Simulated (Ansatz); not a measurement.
Results of LDA (Ansatz, a program for electronic structure, plane waves, PAW) for SiGe (P6₃mc, No. 186, 4 atoms in the cell; start mp-978534).

Settings: plane-wave cutoff 520 eV, 12×12×6 k mesh (along the axes of the cell as run), Fermi–Dirac smearing 0.01 eV, scalar-relativistic PAW data made under PBE.

Cell (relaxed at this level):

```
GeSi
1.0
    3.86989     0.00000     0.00000
   -1.93494     3.35142     0.00000
    0.00000     0.00000     6.39610
Si Ge
2 2
Direct
  0.66667   0.33333   0.87449
  0.33333   0.66667   0.37449
  0.66667   0.33333   0.50051
  0.33333   0.66667   0.00051
```

Q: What does this level give for the band gap and bulk modulus?

A: 
- band gap: 0.32 eV (on the SCF k mesh)
- bulk modulus: 85.0 GPa

Note: the relaxation could not lower the start's symmetry, so the cell can be a saddle point above a distorted one; the bulk modulus is −V dP/dV from two relaxed cells at ±2 % in volume.

Spin–orbit coupling is not included.

Static lattice: no zero-point or thermal effects.

The result took very roughly 70 core-seconds.

A start named mp-… is a Materials Project structure, which need not be a measured phase.
